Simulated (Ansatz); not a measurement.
This Ansatz (a first-principles code) input is the reference run, CuI in the zinc blende structure (space group F-43m, No. 216), computed with LDA (Ansatz), spin-orbit coupling left out:

Ansatz 0.2 input:
```yaml
crystal:
  lattice:
    - [0, 2.9309407731, 2.9309407731]
    - [2.9309407731, 0, 2.9309407731]
    - [2.9309407731, 2.9309407731, 0]
  atoms:
    - { symbol: Cu, position: [0, 0, 0] }
    - { symbol: I, position: [0.25, 0.25, 0.25] }
basis: { ecutwfc: 420, ecutrho_ratio: 4, xc_grid: 2, fft_grid_basis: typed }
kpoints: { mp_grid: { grid: [10, 10, 10] } }
hamiltonian:
  xc: lda
  dispersion: none
  pseudopotentials: { kind: paw }
scf: { occupations: { method: fermi_dirac, width: 0.05 }, convergence: { dr2_threshold: 0.0000000002 } }
output: { forces: true, stress: true }
checkpoint: { write: state.ck, write_every: 1000 }
```

Write the input for this change: the cell is scaled by 0.9750 in all directions; the atoms relax in the strained cell.


Ansatz 0.2 input:
```yaml
crystal:
  lattice:
    - [0, 2.8576672538, 2.8576672538]
    - [2.8576672538, 0, 2.8576672538]
    - [2.8576672538, 2.8576672538, 0]
  atoms:
    - { symbol: Cu, position: [0, 0, 0] }
    - { symbol: I, position: [0.25, 0.25, 0.25] }
basis: { ecutwfc: 420, ecutrho_ratio: 4, xc_grid: 2, fft_grid_basis: typed }
kpoints: { mp_grid: { grid: [10, 10, 10] } }
hamiltonian:
  xc: lda
  dispersion: none
  pseudopotentials: { kind: paw }
scf: { occupations: { method: fermi_dirac, width: 0.05 }, convergence: { dr2_threshold: 0.0000000002 } }
relax: { f_tol: 0.005, max_steps: 50 }
output: { forces: true, stress: true }
checkpoint: { write: state.ck, write_every: 1000 }
```
This is the input that was run.

No phonon test of stability was made. The final runs are not spin-polarised.
